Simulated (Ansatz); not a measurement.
# Band gap of AlBiO₃ (Pm-3m, No. 221, 5 atoms in the cell; start mp-23080; idealised structure) at several levels of theory

No measured value is used here.

```tsv
level (code)	value (eV)
LDA (Ansatz)	1.52
PBEsol (Ansatz)	1.54
PBEsol+SOC (Ansatz)	1.14 (indirect)
HSE06 (Ansatz)	2.82
HSE06+SOC (Ansatz)	2.33 (indirect)
PBE0 (Ansatz)	3.52
G0W0@PBEsol (Ansatz)	2.69
G0W0@PBEsol+SOC (Ansatz)	2.29
```

Computed values are for a static lattice. Levels without +SOC have no spin–orbit coupling; where heavier elements are present it shifts gaps, mostly down, and can invert bands.  G0W0@PBEsol, G0W0@PBEsol+SOC: filled d or f shells below the valence bands can shift G0W0 gaps through exchange with them, which wasn't tested here. G0W0@PBEsol+SOC: spin–orbit coupling enters as the shift of the gap found with a semilocal functional. Values are at the PBEsol cell. Cutoffs and k meshes differ between the levels. Ansatz's density-functional and Hartree–Fock values are scalar-relativistic unless marked +SOC, with PAW data made under PBE.

A start named mp-… is a Materials Project structure, which need not be a measured phase.

Ansatz is a quantum-chemistry and plane-wave program.
